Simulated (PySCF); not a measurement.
PySCF 2.14.0, R2SCAN/def2-svp, df: Sn(F)4 ([F][Sn]([F])([F])[F]), 5 atoms. The geometry is a generated start, not checked to be a minimum at this level.

```json
{
  "task": "energy",
  "method": "r2scan",
  "basis": "def2-svp",
  "two_electron_scheme": "density fitting",
  "mol.max_memory": "3000 MB",
  "mf.max_cycle": "100",
  "mf.conv_tol": "1e-09 (default)",
  "mf.grids.level": "3 (default)",
  "effective_core_potentials": "those of the basis set, past Kr",
  "basis_functions": "82",
  "grid_points": "79008"
}
```

```xyz
5

F     -0.9605    -1.5194    -0.7040
Sn    -0.0007    -0.0029     0.0000
F     -1.1419     1.5385     0.0130
F      0.5774    -0.3776     1.7911
F      1.5258     0.3614    -1.1001
```

With the defaults (mf.DIIS = CDIIS, mf.diis = true, mf.init_guess = minao, mf.diis_space = 8, mf.level_shift = 0, mf.damp = 0, mf.diis_start_cycle = 1) it converges in 13 Fock builds. One run each on 2 threads, 1 BLAS thread, with these changes:
- mf.init_guess = 1e
- mf.damp = 0.3, mf.diis_start_cycle = 4
- mf.damp = 0.7, mf.diis_start_cycle = 8
- mf.diis_space = 5
- mf.init_guess = huckel
- mf.diis = false
- mf.level_shift = 0.3 Hartree
- mf.diis_space = 3
- mf.DIIS = EDIIS

Question: Which of these changes keep the SCF from converging, or lead it to another solution?

Answer: No convergence: mf.DIIS = EDIIS; mf.diis = false (the run ends without SCF convergence in 100 cycles). The rest reach the solution of the defaults.

| setting | Fock builds | end |
|---|---|---|
| the defaults | 13 | same solution |
| mf.init_guess = huckel | 13 | same solution |
| mf.diis_space = 5 | 13 | same solution |
| mf.level_shift = 0.3 Hartree | 14 | same solution |
| mf.diis_space = 3 | 15 | same solution |
| mf.damp = 0.7, mf.diis_start_cycle = 8 | 15 | same solution |
| mf.damp = 0.3, mf.diis_start_cycle = 4 | 15 | same solution |
| mf.init_guess = 1e | 15 | same solution |
| mf.DIIS = EDIIS | 101 | no convergence |
| mf.diis = false | 101 | no convergence |
